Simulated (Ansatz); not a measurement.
The reference is Ti in the hcp (Mg type) structure (space group P6_3/mmc, No. 194; a = 2.9364 Å, c = 4.6402 Å; relaxed with 0.1 eV smearing). Axes: x lies along a and z along c of the hexagonal cell.

Level of theory: plane-wave PAW DFT at the r2SCAN level (Ansatz, an electronic-structure program, 500 eV), scalar-relativistic without spin-orbit coupling.

For the base:

The pressure is 0.0 GPa and the shortest interatomic distance comes out as 2.874 Å.

Perturbation: tensile biaxial strain of 0.50 % in the plane normal to [001], as in epitaxy on a mismatched substrate; the out-of-plane cell vector and the atoms relax.

Problem. Predict the new pressure.

Solution. The pressure (mean of the normal stresses, compression positive) goes from zero to -0.7 GPa.

Problem. How does this affect the shortest interatomic distance?

Solution. The shortest interatomic distance drops by 0.0021 Å to 2.871 Å.

Stability against distortions was not tested. All final runs are without spin polarisation.
